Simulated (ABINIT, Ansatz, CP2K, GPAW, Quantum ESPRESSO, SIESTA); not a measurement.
Code comparison for Al₂Pt (Fm-3m, 3 atoms in the cell)

Self-consistent single point.

```
Al2Pt
1.0
    0.00000     2.98486     2.98486
    2.98486     0.00000     2.98486
    2.98486     2.98486     0.00000
Al Pt
2 1
Direct
  0.25000   0.25000   0.25000
  0.75000   0.75000   0.75000
  0.00000   0.00000   0.00000
```

All programs got the same cell, k-point mesh and kind of occupations (in Ansatz's words: kpoints.mp_grid.grid = 7 7 7; scf.occupations.method = gaussian; scf.occupations.width = 0.136 eV); potentials, basis and cutoffs are each program's usual ones.

```csv
code,model,pressure (GPa),k-points,cutoff
SIESTA,"GGA PBE, numerical atomic orbitals DZP, PseudoDojo PBE standard norm-conserving potentials (rewritten from UPF to PSML)",-1.10,172,grid 350 Ry
CP2K,"PBE, GPW, TZVP-MOLOPT-SR-GTH basis, GTH-PBE potentials (GTH_POTENTIALS)",-1.60,172,grid 500 Ry
Quantum ESPRESSO,"PBE, PSlibrary ultrasoft (PBE) pseudopotentials",-1.24,20,45 Ry
ABINIT,"PBE, norm-conserving pseudopotentials (PseudoDojo nc-sr-05 PBE standard)",-1.64,20,1143 eV
GPAW,"PBE, GPAW PAW datasets PBE (gpaw-data 1.0.1)",-1.04,20,600 eV
Ansatz,"PBE, default PAW files",-1.52,20,420 eV
```

The spread over the programs that give each value: pressure within 0.60 GPa.

The starting cell comes from a database of computed structures (which also holds hypothetical and non-ambient phases and stackings), without a prior relaxation at this level. Its lattice was rescaled by a random factor within 2.5 % of one. On Ansatz's run: Spin-orbit coupling is off. Spin polarisation is off.

### Question
Why do the programs differ, and what cannot be compared?

### Answer
Differences of this kind can come from the potentials, where these differ, and from what each basis and cutoff leave unconverged. The valence holds different numbers of electrons (SIESTA 24, CP2K 24, Quantum ESPRESSO 16, ABINIT 24, GPAW 22, Ansatz (an electronic-structure program) 24). The zero of total energies and Fermi levels follows the potentials and each program's conventions, so they are not compared here. SIESTA and CP2K use small atom-centred bases, whose incompleteness enters pressures, forces and empty levels differently from a plane-wave cutoff. Ansatz's pressure is given at a fixed set of plane waves, as the other plane-wave codes print theirs; with its correction for the finite basis it is -1.46 GPa. The programs reduce the same mesh by symmetry to different extents, which changes the work and not the result.

Left out of this page: Elk and FLEUR (not drawn, or without a comparable value).

Keys are those of Ansatz 0.2.
